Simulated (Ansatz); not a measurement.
**Ag3Sn (Pmmn, No. 59, 8 atoms in the cell; start mp-611)**

Method: LDA in Ansatz (PAW).

Numerical settings: plane-wave cutoff 520 eV, 12×10×12 k mesh (along the axes of the cell as run), Fermi–Dirac smearing 0.05 eV, no spin polarisation, scalar-relativistic PAW data made under PBE.

Cell (relaxed at this level):

```cif
data_Ag6Sn2
_chemical_formula_sum 'Ag6 Sn2'
_space_group_name_H-M_alt 'Pmmn :1'
_space_group_IT_number 59
_space_group_name_Hall 'P 2 2ab -1ab'
_cell_length_a 4.68987
_cell_length_b 5.86198
_cell_length_c 5.09593
_cell_angle_alpha 90.000
_cell_angle_beta 90.000
_cell_angle_gamma 90.000
loop_
_space_group_symop_operation_xyz
  'x, y, z'
  '-x, -y, z'
  'x+1/2, -y+1/2, -z'
  '-x+1/2, y+1/2, -z'
  '-x+1/2, -y+1/2, -z'
  'x+1/2, y+1/2, -z'
  '-x, y, z'
  'x, -y, z'
loop_
_atom_site_label
_atom_site_type_symbol
_atom_site_symmetry_multiplicity
_atom_site_Wyckoff_symbol
_atom_site_fract_x
_atom_site_fract_y
_atom_site_fract_z
_atom_site_occupancy
Ag1 Ag 2 b 0.00000 0.50000 0.32521 1
Ag2 Ag 4 e 0.50000 0.24912 0.16269 1
Sn1 Sn 2 a 0.00000 0.00000 0.33365 1
```

| Quantity | Result |
|---|---|
| band gap | none |
| bulk modulus B0 | 115 GPa |

Note: the relaxation could not lower the start's symmetry, so the cell can be a saddle point above a distorted one; the bulk modulus is −V dP/dV from two relaxed cells at ±2 % in volume.

Spin–orbit coupling is not included.

A start named mp-… is a Materials Project structure, which need not be a measured phase.

Ansatz is an electronic-structure program.
